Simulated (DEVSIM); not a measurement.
Structure: Schottky contact on n-type GaN, at 300 K.

Layer 1 from the left is GaN, thickness (μm) 13.0, Nd (cm⁻³) 2.8e17, τn (s) 8.1e-9, τp (s) 8.1e-9.

Left contact: Schottky, work function 5.06 eV, emission velocity 3.6e6 cm/s. Right contact: ohmic. Voltage is applied to the left contact. Recombination: SRH at mid-gap. Mobility is μmin + (μ − μmin)/(1 + (N/Nref)^α).

This is a model device: material constants are rounded textbook-type values typed into the input, and sizes, dopings and lifetimes were drawn at random. Values at 300 K.

GaN: gap (eV) 3.43, affinity (eV) 4.1, permittivity 9.5, Nc (cm⁻³) 2.3e18, Nv (cm⁻³) 4.6e19, μn (cm²/Vs) 1200, μp (cm²/Vs) 100, μn,min 55, μp,min 3, Nref,n 2e17, Nref,p 3e17, αn 1, αp 2.

Model (solved in DEVSIM): 1D drift-diffusion, Boltzmann statistics, complete ionisation; no tunnelling, impact ionisation, image-force lowering or self-heating. Metal contacts follow the ideal Schottky-Mott rule: no Fermi-level pinning, no interface dipoles.

Dark forward current:

```tsv
|V| (V)	|J| (A/cm²)
0.05	5.724e-10
0.10	4.528e-9
0.15	3.187e-8
0.20	2.209e-7
0.25	1.527e-6
0.30	1.055e-5
0.35	7.289e-5
0.40	0.0005035
0.45	0.003476
0.50	0.02400
0.55	0.1655
0.60	1.139
0.65	7.731
0.70	48.74
0.75	228.8
0.80	648.7
0.85	1252
0.90	1956
0.95	2716
```

Problem. Work out the local ideality factor n = ΔV / (kT/q · ln(J2/J1)) between the rows 0.15 and 0.20 V, 0.90 and 0.95 V.

Solution. kT/q = 25.85 mV. From 0.15 to 0.20 V: ln(2.209e-7/3.187e-8) = 1.936, n = 1.00, near the 1 of diffusion or emission over a barrier. From 0.90 to 0.95 V: ln(2716/1956) = 0.328, n = 5.89; the layers' resistance at their doping, Σ W/(qμN) = 5.4e-5 Ω cm², would take 41 mV of this step of 50 mV.

Problem. Estimate the current at 0.40 V for emission alone, J0 = q v N_band exp(−φB/kT), and read the barrier back from the simulated current.

Solution. φB = 0.960 eV, N_band = 2.30e18 cm⁻³, J0 = 9.87e-11 A/cm²; J = J0 (exp(qV/kT) − 1) = 0.000518 A/cm². The simulation gives 0.000504 A/cm²; the estimate lies 2.9 % above. Read backwards, the simulated current gives an apparent barrier of 0.961 eV. The estimate leaves out transport through the depletion region and minority injection.
